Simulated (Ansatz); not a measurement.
## Os3Si (model structure, started from the A15 type, Pm-3n, No. 223, 8 atoms in the cell)

The numbers are results of LDA in Ansatz (plane waves, PAW), not measurements.

Numerical settings: plane-wave cutoff 520 eV, 12×12×12 k mesh, Fermi–Dirac smearing 0.05 eV, no spin polarisation, scalar-relativistic PAW data made under PBE.

Cell (relaxed at this level):

```xyz
8
Lattice="4.7897 0.0000 0.0000 0.0000 4.7897 0.0000 0.0000 0.0000 4.7897" Properties=species:S:1:pos:R:3 pbc="T T T"
Os     1.1974     0.0000     2.3948
Os     3.5923     0.0000     2.3948
Os     0.0000     2.3948     1.1974
Os     0.0000     2.3948     3.5923
Os     2.3948     1.1974     0.0000
Os     2.3948     3.5923     0.0000
Si     0.0000     0.0000     0.0000
Si     2.3948     2.3948     2.3948
```

```yaml
bulk modulus B0: 338 GPa
```

Note: the run has no spin polarisation, so it can have missed a magnetic state; the bulk modulus is −V dP/dV from two relaxed cells at ±2 % in volume; the relaxation could raise the start's symmetry but not lower it, so the cell can be a saddle point.

Spin–orbit coupling is not included; it can open a gap where bands touch, and shift volumes and moduli.

Computed values are for the static lattice.

The result took about 5 core-minutes (a rough figure).

A model structure was made by putting elements into a prototype or built by hand; it is no filed structure, need not be a known phase, and can be a saddle point held by its symmetry.

Ansatz is an electronic-structure program.
